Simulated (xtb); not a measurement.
xtb 6.7.1, GFN2-xTB: CCCCOC(C)=[OH+], charge +1, multiplicity 1, 21 atoms. The geometry is a generated start, not checked to be a minimum at this level.

```
Quantity                                                                                                        Value
------------------------  -------------------------------------------------------------------------------------------
method                                                                                                       GFN2-xTB
--acc                                                                                                     1 (default)
--etemp (K)                                                                                             300 (default)
detailed input (--input)  none: ANC optimiser, Lindh (1995) Hessian, microcycle=20, maxdispl=1.0, hlow=0.01 (default)
basis functions                                                                                                    45
valence electrons                                                                                                  48
```

```xyz
21

C      3.2709    -0.7681    -0.2464
C      2.2919     0.3781    -0.0224
C      0.8688    -0.0467    -0.3887
C     -0.1154     1.0973    -0.1545
O     -1.4604     0.6873    -0.4985
C     -2.2111     0.0762     0.3054
C     -3.5604    -0.3106    -0.1517
O     -1.7967    -0.1767     1.5093
H      3.2822    -1.0656    -1.2914
H      4.2744    -0.4602     0.0310
H      2.9994    -1.6310     0.3567
H      2.3221     0.6851     1.0248
H      2.5864     1.2337    -0.6317
H      0.5842    -0.9061     0.2225
H      0.8341    -0.3436    -1.4377
H      0.0946     1.9319    -0.8248
H     -0.0858     1.4280     0.8863
H     -3.8364    -1.3006     0.2103
H     -3.6215    -0.2818    -1.2378
H     -4.2948     0.3993     0.2404
H     -2.4264    -0.6258     2.0990
```

Charge 1 and multiplicity 1 are set for this test and not shown to be the ground state.

The structure is relaxed from this start with --opt LEVEL for the levels crude, sloppy, loose, lax, normal, tight, vtight, extreme, once each. Up to the end of the extreme run atoms move by at most 0.26 Å along an axis.

Problem. Which level is enough to come within 1 meV of the tightest end point?

Solution. normal: 10 cycles against 32, ending 0.68 meV above.

| level | cycles | energy above the extreme run (meV) | gradient norm (eV/Å) |
|---|---|---|---|
| crude | 1 | 6.7 | 0.098 |
| sloppy | 1 | 6.7 | 0.098 |
| loose | 1 | 6.7 | 0.098 |
| lax | 1 | 6.7 | 0.098 |
| normal | 10 | 0.68 | 0.030 |
| tight | 14 | 0.35 | 0.011 |
| vtight | 31 | under 0.01 | 0.0018 |
| extreme | 32 | — | 0.0017 |
